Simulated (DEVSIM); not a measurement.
Structure: Schottky contact on n-type GaAs, at 300 K.

| layer (left to right) | material | thickness (μm) | Nd (cm⁻³) | τn (s) | τp (s) |
|---|---|---|---|---|---|
| 1 | GaAs | 18.0 | 1.3e16 | 4.5e-10 | 4.5e-10 |

Left contact: Schottky, work function 4.73 eV, emission velocity 1.5e6 cm/s. Right contact: ohmic. Voltage is applied to the left contact. Recombination: SRH at mid-gap, radiative, Auger. Mobility is constant in doping. Where it depends on doping, it is μmin + (μ − μmin)/(1 + (N/Nref)^α).

Constants are typed, rounded textbook-type inputs, not results; the design itself was drawn at random and stands for no fabricated device. Values at 300 K; Nc and Nv go as T^1.5, mobilities as T to minus their exponent, the gap by Varshni's rule with the affinity fixed. The table also holds parameters that only a changed run uses.

```tsv
parameter	GaAs
gap (eV)	1.424
affinity (eV)	4.07
permittivity	12.9
Nc (cm⁻³)	4.7e17
Nv (cm⁻³)	9e18
μn (cm²/Vs)	8500
μp (cm²/Vs)	400
μn,min	500
μp,min	20
Nref,n	6e16
Nref,p	1.5e17
αn	0.39
αp	0.38
T exponent of μn	2.1
T exponent of μp	2.2
B (cm³/s)	2e-10
Cn (cm⁶/s)	1e-30
Cp (cm⁶/s)	1e-30
Varshni α (eV/K)	0.000541
Varshni β (K)	204
```

DEVSIM, 1D drift-diffusion, Boltzmann statistics, complete ionisation; no tunnelling, impact ionisation, image-force lowering or self-heating. Metal contacts follow the ideal Schottky-Mott rule: no Fermi-level pinning, no interface dipoles.

Base results: potential step across the device at zero bias (V) 0.567; largest field in the device at zero bias (V/cm) 44000; dark forward voltage at 1 A/cm² (V) 0.360; dark forward voltage at 100 A/cm² (V) 0.490.

Problem. What follows from this one change: metal work function 4.73 → 4.93 eV?

Solution. potential step across the device at zero bias 0.567 → 0.767 V; largest field in the device at zero bias 44000 → 52000 V/cm; dark forward voltage at 1 A/cm² 0.360 → 0.560 V; dark forward voltage at 100 A/cm² 0.490 → 0.690 V.

Problem. What follows from this one change: temperature 300 → 250 K?

Solution. potential step across the device at zero bias 0.567 → 0.589 V; largest field in the device at zero bias little changed (45000 V/cm); dark forward voltage at 1 A/cm² 0.360 → 0.415 V; dark forward voltage at 100 A/cm² 0.490 → 0.524 V.

Problem. What follows from this one change: thickness of layer 1 18 → 31 μm?

Solution. potential step across the device at zero bias little changed (0.567 V); largest field in the device at zero bias little changed (44000 V/cm); dark forward voltage at 1 A/cm² little changed (0.360 V); dark forward voltage at 100 A/cm² 0.490 → 0.497 V.

Problem. What follows from this one change: doping-dependent mobility in place of the constant one?

Solution. potential step across the device at zero bias little changed (0.567 V); largest field in the device at zero bias little changed (44000 V/cm); dark forward voltage at 1 A/cm² little changed (0.360 V); dark forward voltage at 100 A/cm² 0.490 → 0.495 V.
